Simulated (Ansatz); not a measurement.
Abridged Ansatz (a quantum-chemistry and plane-wave program) output:

```
Relaxation: its limit of steps is 50 (relax.max_steps)
Pseudopotential: Sc, paw, valence charge 11
Crystal: 2 atoms, lattice volume = 47.416 Å³
Basis set: ecut = 420 eV, 941 PW (Γ), exchange–correlation on 48×48×72 points (8 copies of the dense FFT grid, shifted against one another)
Bands: 15, of which v1, the nominal top of the filled ones, is band 11 counted from 1 (10 counted from 0)
Symmetry: 4 space group operations
k-points: 1272 of 4800
Functional: x = pbesol(κ = 0.804, μ = 0.12345679012345678), c = pbesol(β = 0.046)
SCF iter   1: F=—  HF=-4222.798697 eV  |F-HF|=—  |Δ(HF+E_count)|=         —  Δρ=4.27e-3  dr2=8.14e-3  ethr=1.77e-3  ⟨swp⟩=3.1  Hψ=78760  notcnv=0
SCF iter   2: F=—  HF=-4222.795967 eV  |F-HF|=—  |Δ(HF+E_count)|=   2.73e-3  Δρ=2.09e-3  dr2=2.19e-3  ethr=3.70e-5  ⟨swp⟩=1.9  Hψ=35532  notcnv=0
SCF 1 converged in 6 iterations: F = -4222.795324 eV  dr2 = 1.99e-10
relax step   1: F+E_penalty+E_count = -4222.79532361 eV  Δ(F+E_penalty+E_count) = +0.000e0 eV  max|allowed force component| = 5.801e-3 eV/Å  Δτ_max = 0.0000 Å  (6 SCF iters, accepted)
Crystal: 2 atoms, lattice volume = 47.416 Å³
SCF iter   1: F=—  HF=-4222.795368 eV  |F-HF|=—  |Δ(HF+E_count)|=         —  Δρ=8.84e-5  dr2=3.62e-6  ethr=1.40e-8  ⟨swp⟩=2.0  Hψ=74021  notcnv=0
SCF iter   2: F=—  HF=-4222.795333 eV  |F-HF|=—  |Δ(HF+E_count)|=   3.48e-5  Δρ=3.80e-5  dr2=3.91e-7  ethr=1.40e-8  ⟨swp⟩=2.3  Hψ=27991  notcnv=0
SCF 2 converged in 6 iterations: F = -4222.795333 eV  dr2 = 2.68e-14
relax step   2: F+E_penalty+E_count = -4222.79533325 eV  Δ(F+E_penalty+E_count) = -9.634e-6 eV  max|allowed force component| = 2.105e-3 eV/Å  Δτ_max = 0.0026 Å  (6 SCF iters, accepted)
SCF converged after 6 iterations
Free energy (F): -4222.795333 eV
Internal energy: -4222.675081 eV  (E = F + TS)
E sigma→0 (E₀):  -4222.735207 eV
Entropy (-TS):   -0.120252 eV (-60.126 meV/atom)
Fermi energy:    9.597272 eV
--- Forces (eV/Å), atoms counted from 1 ---
  atom   1  Sc     0.00000000     0.00210488     0.00000000
  atom   2  Sc    -0.00000000    -0.00210488     0.00000000
--- Stress (GPa, compression-positive) ---
       -0.034038       0.000000      -1.093704
        0.000000       0.039884       0.000000
       -1.093704       0.000000       0.075052
  P = ⅓ Tr σ = 0.0270 GPa (0.270 kbar)
--- Relaxed structure (2 steps of the walk, 2 accepted, 0 SCFs on fresh bases) ---
  atoms:
    - { symbol: Sc, position: [0.6662075370722114, 0.3324150741444228, 0.24999999999999992] }
    - { symbol: Sc, position: [0.3337924629277885, 0.667584925855577, 0.7499999999999999] }
```

### Question
What was computed, and what are the main results?

### Answer
Sc, 2 atoms in the cell, with PBEsol (Ansatz), no spin-orbit coupling. The last SCF converged to F = -4222.795333 eV, or -2111.3977 eV per atom, at a pressure of 0.03 GPa. The total energy compares only with runs of the same code, potentials and settings.

The cells carry an imposed strain or load. Stability against distortions was not tested. All final runs are without spin polarisation. The cell was made from Sc in the hcp (Mg type) structure (space group P6_3/mmc, No. 194) by this change: tensor shear ε_xz = +1.71 %.

Keys are those of Ansatz 0.2.
